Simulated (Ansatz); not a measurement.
Results of PBEsol+SOC (plane waves, PAW; Ansatz, a quantum-chemistry and plane-wave program) for cubic perovskite CsPbF₃.

Run with plane-wave cutoff 520 eV, 8×8×8 k mesh, Fermi–Dirac smearing 0.01 eV, PAW data made under PBE.

Equation-of-state points:

```json
[
 {"V (Å³/atom)": "20.928", "E − E_lowest (meV/atom)": "12.57", "P (GPa)": "3.20"},
 {"V (Å³/atom)": "21.373", "E − E_lowest (meV/atom)": "5.36", "P (GPa)": "2.01"},
 {"V (Å³/atom)": "21.819", "E − E_lowest (meV/atom)": "1.28", "P (GPa)": "0.94"},
 {"V (Å³/atom)": "22.264", "E − E_lowest (meV/atom)": "0.00", "P (GPa)": "0.00"},
 {"V (Å³/atom)": "22.709", "E − E_lowest (meV/atom)": "1.20", "P (GPa)": "-0.84"},
 {"V (Å³/atom)": "23.154", "E − E_lowest (meV/atom)": "4.60", "P (GPa)": "-1.59"},
 {"V (Å³/atom)": "23.600", "E − E_lowest (meV/atom)": "9.96", "P (GPa)": "-2.26"}
]
```

Question: What bulk modulus B0 and pressure derivative B′ does a third-order Birch–Murnaghan fit give?

Answer: V0 = 22.263 Å³/atom, B0 = 44.6 GPa, B′ = 4.9 (fit to the energies at full precision).

The result took around 9 core-minutes (rough).
